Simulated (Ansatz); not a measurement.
**Several settings converged on Nb₃Au₂ (I4mm, 5 atoms in the cell)**

```yaml
crystal:
  lattice:
    - [-1.71293, 1.71293, 7.68388]
    - [1.71293, -1.71293, 7.68388]
    - [1.71293, 1.71293, -7.68388]
  atoms:
    - { symbol: Nb, position: [0.00325, 0.00325, 0.00000] }
    - { symbol: Nb, position: [0.39924, 0.39924, 0.00000] }
    - { symbol: Nb, position: [0.60076, 0.60076, 0.00000] }
    - { symbol: Au, position: [0.19977, 0.19977, 0.00000] }
    - { symbol: Au, position: [0.80023, 0.80023, 0.00000] }
```

Base method: PBEsol, default PAW files made with PBE (plane waves; Ansatz, a quantum-chemistry and plane-wave program).

Base settings: basis.ecutwfc = 420 eV; kpoints.mp_grid.grid = 9 9 9; hamiltonian.xc = pbesol; hamiltonian.pseudopotentials = {kind: paw} (the program's default PAW files); scf.occupations.method = fermi_dirac; scf.occupations.width = 0.1 eV.

The count of work is k-points × plane waves × bands × iterations; it is no time. Core times come from one kind of shared machine, to one figure; runs under 30 s give none.

**Shifted k-point meshes**

In this ladder: kpoints.mp_grid.shift = 0.5 0.5 0.5.

Only quantities that move along the ladder and can be compared are tabulated.

```csv
kpoints.mp_grid.grid,free energy less the last step's (meV/atom),pressure (GPa),largest difference of a force vector from the last step's (eV/Å),count of work / last
2 2 2,232.42,-6.59,0.348,0.0055
4 4 4,-8.99,-7.89,0.209,0.015
6 6 6,0.61,-7.70,0.042,0.039
8 8 8,0.42,-7.67,0.020,0.077
10 10 10,0.05,-7.73,0.012,0.14
21 21 21,0.00,-7.72,0.000,1.0
```

Coarsest kpoints.mp_grid.grid that holds the forces within 0.01 eV/Å: not settled: the last two steps still differ by 0.012 eV/Å, over half the tolerance, so the ladder does not show it.

Coarsest kpoints.mp_grid.grid that holds the pressure within 1 GPa of the last step, with all finer ones: 4 4 4, at 0.015 of the last step's count of work; the step before is off by 1.1 GPa.

Coarsest kpoints.mp_grid.grid that holds the free energy within 0.5 meV/atom of the last step, with all finer ones: 8 8 8, at 0.077 of the last step's count of work; the step before is off by 0.61 meV/atom.

**The k-point mesh at a smearing width of 0.3 eV**

In this ladder: scf.occupations.width = 0.3 eV.

Only quantities that move along the ladder and can be compared are tabulated.

```tsv
kpoints.mp_grid.grid	free energy less the last step's (meV/atom)	pressure (GPa)	largest difference of a force vector from the last step's (eV/Å)	count of work / last
5 5 5	2.78	-6.60	0.010	0.022
7 7 7	-0.10	-6.70	0.001	0.048
10 10 10	0.00	-6.69	0.001	0.12
22 22 22	0.00	-6.69	0.000	1.0
```

Coarsest kpoints.mp_grid.grid that holds the free energy within 1 meV/atom of the last step, with all finer ones: 7 7 7, at 0.048 of the last step's count of work; the step before is off by 2.8 meV/atom.

Coarsest kpoints.mp_grid.grid that holds the forces within 0.005 eV/Å of the last step, with all finer ones: 7 7 7, at 0.048 of the last step's count of work; the step before is off by 0.010 eV/Å.

Coarsest kpoints.mp_grid.grid that holds the pressure within 0.05 GPa of the last step, with all finer ones: 7 7 7, at 0.048 of the last step's count of work; the step before is off by 0.10 GPa.

**The width of Methfessel-Paxton smearing**

In this ladder: kpoints.mp_grid.grid = 15 15 15; scf.occupations.method = methfessel_paxton.

Narrow widths need finer meshes than wide ones, so the last steps can hold mesh noise.

Only quantities that move along the ladder and can be compared are tabulated; pressure and forces are left out, as mesh noise rules them at narrow widths.

| scf.occupations.width | free energy less the last step's (meV/atom) | core time / last (rough) |
|---|---|---|
| 1 eV | 14.11 | 1 |
| 0.5 eV | -0.23 | 1 |
| 0.3 eV | -0.44 | 1.0 |
| 0.1 eV | 0.00 | 1 |

Widest scf.occupations.width that holds the free energy within 1 meV/atom of the last step, with all finer ones: 0.5 eV; the step before is off by 14 meV/atom.

On the base run: the starting cell comes from a database of computed structures (which also holds hypothetical and non-ambient phases and stackings), without a prior relaxation at this level. Its lattice was rescaled by up to half a per cent. One atom was moved a little off its site on purpose. Spin polarisation is off. In the base run, with a pressure of about -8 GPa the cell is away from its equilibrium volume at this level. Ansatz's pressure includes its estimate of the finite-basis (Pulay) stress.

Left out of this page: 2 runs of the series outside the window shown, repeating another row's setting, or not comparable.

Keys are those of Ansatz 0.2.
